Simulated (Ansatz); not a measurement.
**MoSi2 under a change: x(Pb) = 0.5, 12 atoms, P4/mmm**

Take MoSi2 (space group I4/mmm, No. 139; a = 3.202 Å, c = 7.819 Å) as the base.

The other end (x = 1) is MoPb2 (space group I4/mmm, No. 139; a hypothetical phase, not in the database extracts checked): 22.04 Å³/atom, gap zero; this end may not be an ambient phase.

One thing is altered: Pb replaces 50.0 % of the Si, ordered in a cell of 12 atoms (starting symmetry P4/mmm) and fully relaxed.

Level of theory: r2SCAN (Ansatz, an electronic-structure program, PAW, spin-orbit coupling left out). Γ-centred 15×15×2 mesh, Fermi–Dirac width 0.05 eV, for the changed cell.

```tsv
quantity	base	changed	shift
volume per atom	13.36 Å³	19.39 Å³	+6.03 Å³
density	6.30 g/cm³	9.46 g/cm³	+3.154 g/cm³
shortest interatomic distance	2.575 Å	2.541 Å	-0.0349 Å
band gap	zero	zero	–
mixing energy (to 0.01 eV only: unlike meshes or grids) (against an end that may be hypothetical)	–	-0.01 eV/atom	–
```

Each cell is one ordered arrangement of few atoms, which overstates ordering effects compared with a random alloy. Spin-orbit coupling, missing from the scalar runs, can matter with Pb. No phonon test of stability was made. All final runs are without spin polarisation. MoPbSi and MoPb2 have a high density of states at the Fermi level and may be magnetic at this level. Under x(Pb) = 0.5, 12 atoms, P4/mmm the cell changed shape so far that it is another structure.
